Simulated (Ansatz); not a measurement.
HgTe in the zinc blende structure (space group F-43m, No. 216)

```xyz
2
Lattice="0.0000 3.2549 3.2549 3.2549 0.0000 3.2549 3.2549 3.2549 0.0000" Properties=species:S:1:pos:R:3 pbc="T T T"
Te     4.8823     4.8823     4.8823
Hg     0.0000     0.0000     0.0000
```

The values are results of PBEsol, PAW, 420 eV (Ansatz, a program for electronic structure; without spin-orbit coupling), not measurements. k-mesh 9×9×9 (Γ-centred); smearing 0.05 eV (Fermi–Dirac).

```json
{
  "volume_per_atom": "34.48 Å³",
  "density": "7.90 g/cm³",
  "band_gap": "zero",
  "total_energy": "-10284.907 eV/atom (σ→0; compares only within this code and set-up)"
}
```

Spin-orbit coupling, missing from the scalar runs, can matter with Hg and Te. Whether these cells are dynamically stable was not tested. All final runs are without spin polarisation. The zero or small gap of HgTe can change with the level of theory.
